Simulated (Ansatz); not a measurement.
An Ansatz (a program for electronic structure) run: Sc with a change (uniaxial strain ε_zz = +0.50 %); PBEsol (Ansatz, PAW, scalar-relativistic without spin-orbit coupling).

Input:

Ansatz 0.2 input:
```yaml
crystal:
  lattice:
    - [3.2753520832, 0, 0]
    - [-1.6376760416, 2.8365381104, 0]
    - [0, 0, 5.1306410716]
  atoms:
    - { symbol: Sc, position: [0.6666666667, 0.3333333333, 0.25] }
    - { symbol: Sc, position: [0.3333333333, 0.6666666667, 0.75] }
basis: { ecutwfc: 420, ecutrho_ratio: 4, xc_grid: 2, fft_grid_basis: typed }
kpoints: { mp_grid: { grid: [20, 20, 12] } }
hamiltonian:
  xc: pbesol
  dispersion: none
  pseudopotentials: { kind: paw }
scf: { occupations: { method: fermi_dirac, width: 0.1 }, convergence: { dr2_threshold: 0.0000000002 } }
relax: { f_tol: 0.005, max_steps: 50 }
output: { forces: true, stress: true }
checkpoint: { write: state.ck, write_every: 1000 }
```

Output (explanatory and most iteration lines left out):

```
Relaxation: its limit of steps is 50 (relax.max_steps)
Pseudopotential: Sc, paw, valence charge 11
Crystal: 2 atoms, lattice volume = 47.667 Å³
Basis set: ecut = 420 eV, 953 PW (Γ), exchange–correlation on 48×48×72 points (8 copies of the dense FFT grid, shifted against one another)
Bands: 15, of which v1, the nominal top of the filled ones, is band 11 counted from 1 (10 counted from 0)
Symmetry: 24 space group operations
Space group: P63/mmc (ITA 194), of the structure as read, at distance tolerance 3.6e-5 Å
k-points: 308 of 4800
Functional: x = pbesol(κ = 0.804, μ = 0.12345679012345678), c = pbesol(β = 0.046)
SCF iter   1: F=—  HF=-4222.803901 eV  |F-HF|=—  |Δ(HF+E_count)|=         —  Δρ=4.23e-3  dr2=8.12e-3  ethr=1.77e-3  ⟨swp⟩=3.1  Hψ=18964  notcnv=0
SCF iter   2: F=—  HF=-4222.801153 eV  |F-HF|=—  |Δ(HF+E_count)|=   2.75e-3  Δρ=2.06e-3  dr2=2.18e-3  ethr=3.69e-5  ⟨swp⟩=1.9  Hψ=8548  notcnv=0
SCF 1 converged in 6 iterations: F = -4222.800511 eV  dr2 = 3.54e-11
relax step   1: F+E_penalty+E_count = -4222.80051115 eV  Δ(F+E_penalty+E_count) = +0.000e0 eV  max|allowed force component| = 1.342e-16 eV/Å  Δτ_max = 0.0000 Å  (6 SCF iters, accepted)
SCF converged after 6 iterations
Free energy (F): -4222.800511 eV
Internal energy: -4222.678677 eV  (E = F + TS)
E sigma→0 (E₀):  -4222.739594 eV
Entropy (-TS):   -0.121835 eV (-60.917 meV/atom)
Fermi energy:    9.537686 eV
--- Forces (eV/Å), atoms counted from 1 ---
  atom   1  Sc     0.00000000     0.00000000     0.00000000
  atom   2  Sc     0.00000000    -0.00000000     0.00000000
--- Stress (GPa, compression-positive) ---
       -0.142124      -0.000000       0.000000
        0.000000      -0.142124       0.000000
        0.000000       0.000000      -0.512145
  P = ⅓ Tr σ = -0.2655 GPa (-2.655 kbar)
--- Relaxed structure (1 steps of the walk, 1 accepted, 0 SCFs on fresh bases) ---
  atoms:
    - { symbol: Sc, position: [0.6666666666666665, 0.33333333333333326, 0.24999999999999997] }
    - { symbol: Sc, position: [0.33333333333333326, 0.6666666666666665, 0.75] }
```

Stability against distortions was not tested. The final runs are not spin-polarised. The cell was made from Sc in the hcp (Mg type) structure (space group P6_3/mmc, No. 194) by this change: uniaxial strain ε_zz = +0.50 %.
